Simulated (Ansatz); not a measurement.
Consider Pd in the fcc (Cu type) structure (space group Fm-3m, No. 225; a = 3.8414 Å; relaxed with 0.1 eV smearing). Axes: x, y, z lie along the cube axes.

The values are results of LDA in Ansatz (plane waves to 420 eV, PAW, no spin-orbit coupling), not measurements.

Before the change:

| Item | Result |
|---|---|
| Shortest interatomic distance | 2.716 Å |

The change: tensor shear ε_xy = +0.29 % (engineering shear γ = 0.0058), atoms relaxed at fixed cell.

Task: What happens to the stress and shortest interatomic distance?

Result: The stress (xx, yy, zz, yz, xz, xy; compression positive) comes out as (0.0, 0.0, 0.0, 0.0, 0.0, -0.5) GPa; the shortest interatomic distance drops by 0.008 Å (2.716 Å → 2.708 Å).

The cells carry an imposed strain or load. No phonon test of stability was made. All final runs are without spin polarisation.

Ansatz is an electronic-structure program.
